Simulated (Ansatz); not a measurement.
# Effective masses and thermopower of KTaO3 under load (space group Pm-3m)

Here is the system:

```yaml
crystal:
  lattice:
    - [3.99869, 0.00000, 0.00000]
    - [0.00000, 3.99869, 0.00000]
    - [0.00000, 0.00000, 3.99869]
  atoms:
    - { symbol: K, position: [0.50000, 0.50000, 0.50000] }
    - { symbol: Ta, position: [0.00000, 0.00000, 0.00000] }
    - { symbol: O, position: [0.00000, 0.50000, 0.00000] }
    - { symbol: O, position: [0.50000, 0.00000, 0.00000] }
    - { symbol: O, position: [0.00000, 0.00000, 0.50000] }
```

These are PBEsol with spin-orbit coupling, rigid bands (plane waves, PAW; Ansatz, an electronic-structure program) values and carry that method's errors. Condition of this run: hydrostatic pressure -2 GPa (the target of the relaxation). How the cell was made: cell and atoms relaxed with PBEsol, then loaded as said.

| Quantity | Result |
|---|---|
| band gap | 1.98 eV |
| electron conductivity mass (300 K, dilute) | 0.45 mₑ |
| hole conductivity mass (300 K, dilute) | 2.0 mₑ |
| effective density of states N_c (300 K) | 1.7e19 cm⁻³ |
| effective density of states N_v (300 K) | 4.1e20 cm⁻³ |
| density-of-states mass, electrons | 0.76 mₑ |
| density-of-states mass, holes | 6.5 mₑ |
| Seebeck coefficient, n-type 1e19 cm⁻³, 300 K | -275 μV/K |
| Seebeck coefficient, p-type 1e19 cm⁻³, 300 K | 554 μV/K |

Rigid bands; masses and Seebeck coefficients take one relaxation time τ for all states and one kind of carrier; polarons and phonon drag are left out.
